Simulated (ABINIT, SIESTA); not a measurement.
A SIESTA input for a self-consistent single point of Zr3Au (Pm-3n, 8 atoms in the cell) (DFT, GGA PBEsol, numerical atomic orbitals DZP, PseudoDojo PBEsol standard norm-conserving potentials (rewritten from UPF to PSML)):

```
# files in the folder: Zr.psml Au.psml (PseudoDojo PBEsol standard)
SystemName  Zr3Au
SystemLabel Zr3Au

NumberOfAtoms                8
NumberOfSpecies              2
%block ChemicalSpeciesLabel
  1 40 Zr
  2 79 Au
%endblock ChemicalSpeciesLabel
LatticeConstant              1.0 Ang
%block LatticeVectors
     5.546045000    0.000000000    0.000000000
     0.000000000    5.546045000    0.000000000
     0.000000000    0.000000000    5.546045000
%endblock LatticeVectors
AtomicCoordinatesFormat      Ang
%block AtomicCoordinatesAndAtomicSpecies
     2.773022500    1.386511250    0.000000000  1
     2.773022500    4.159533750    0.000000000  1
     1.386511250    0.000000000    2.773022500  1
     4.159533750    0.000000000    2.773022500  1
     0.000000000    2.773022500    1.386511250  1
     0.000000000    2.773022500    4.159533750  1
     2.773022500    2.773022500    2.773022500  2
     0.000000000    0.000000000    0.000000000  2
%endblock AtomicCoordinatesAndAtomicSpecies

XC.functional                GGA
XC.authors                   PBEsol
PAO.BasisSize                DZP
PAO.EnergyShift              0.01 Ry
MeshCutoff                   400 Ry
%block kgrid.MonkhorstPack
    5   0   0  0.0
    0   5   0  0.0
    0   0   5  0.0
%endblock kgrid.MonkhorstPack
OccupationFunction           FD
ElectronicTemperature        100.0 meV

MaxSCFIterations             150
SCF.Mixer.Method             Pulay
SCF.Mixer.Weight             0.25
SCF.Mixer.History            8
SCF.DM.Tolerance             1.0E-05
Diag.ParallelOverK           true
WriteForces                  true
```

Task: Give the ABINIT input for the same structure, mesh, smearing and functional.

Result: This is the input that was run; spellings and numerical settings could be chosen otherwise.

```
# Zr3Au, PseudoDojo nc-sr-04 PBEsol standard
pp_dirpath "./"
pseudos "Zr.upf, Au.upf"
acell 5.5460450000 5.5460450000 5.5460450000 Angstrom
rprim
         1.0000000000    0.0000000000    0.0000000000
         0.0000000000    1.0000000000    0.0000000000
         0.0000000000    0.0000000000    1.0000000000
natom 8
ntypat 2
znucl 40 79
typat 1 1 1 1 1 1 2 2
xcart
         2.7730225000    1.3865112500    0.0000000000
         2.7730225000    4.1595337500    0.0000000000
         1.3865112500    0.0000000000    2.7730225000
         4.1595337500    0.0000000000    2.7730225000
         0.0000000000    2.7730225000    1.3865112500
         0.0000000000    2.7730225000    4.1595337500
         2.7730225000    2.7730225000    2.7730225000
         0.0000000000    0.0000000000    0.0000000000
      Angstrom
ecut 76 Ry
occopt 3
tsmear 0.1 eV
nband 69
kptopt 1
ngkpt 5 5 5
nshiftk 1
shiftk 0 0 0
nstep 60
toldfe 1.0e-09
prtwf 0
prtden 0
prtvol 1
enunit 1
```

Basis, cutoffs, solver keys and any potentials are the target program's own. This input uses DFT, PBEsol, plane waves, norm-conserving pseudopotentials (PseudoDojo nc-sr-04 PBEsol standard). Both were run: pressure -7.73 GPa in SIESTA and -6.16 in ABINIT.

On SIESTA: the starting cell comes from a database of computed structures (which also holds hypothetical and non-ambient phases and stackings), without a prior relaxation at this level. Its lattice was rescaled by a random factor within 2.5 % of one. Values carry the incompleteness of an atom-centred basis. With a pressure of about -8 GPa the cell is away from its equilibrium volume at this level.

On ABINIT: the starting cell comes from a database of computed structures (which also holds hypothetical and non-ambient phases and stackings), without a prior relaxation at this level. Its lattice was rescaled by a random factor within 2.5 % of one. With a pressure of about -6 GPa the cell is away from its equilibrium volume at this level.
